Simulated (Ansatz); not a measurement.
# Effect of x(V) = 0.75, 4 atoms, Fm-3m on Ta

Base system: Ta in the bcc (W type) structure (space group Im-3m, No. 229; a = 3.305 Å).

The other end (x = 1) is V in the bcc (W type) structure (space group Im-3m, No. 229): 13.27 Å³/atom, gap zero.

Modification: V replaces 75.0 % of the Ta, ordered in a cell of 4 atoms (starting symmetry Fm-3m) and fully relaxed.

Method: r2SCAN (Ansatz, an electronic-structure program; PAW; 500 eV plane waves; no spin-orbit coupling). k-mesh 13×13×13 (Γ-centred); smearing 0.05 eV (Fermi–Dirac), for the changed cell.

The volume per atom decreases by 3.54 Å³, from 18.05 Å³ to 14.51 Å³ and the density shrinks by 7.10 g/cm³, from 16.65 g/cm³ to 9.55 g/cm³. The shortest interatomic distance shrinks by 0.201 Å (2.862 Å → 2.661 Å) and the band gap remains zero. The mixing energy amounts to +0.05 eV/atom (to 0.01 eV only: unlike meshes or grids) and the deviation of the volume from the linear (Vegard-type) interpolation is +0.3 %.

Each cell is one ordered arrangement of few atoms, which overstates ordering effects compared with a random alloy. No phonon test of stability was made. Seeded moments were not kept for x(V) = 0.75, 4 atoms, Fm-3m and Ta → V. All final runs are without spin polarisation.
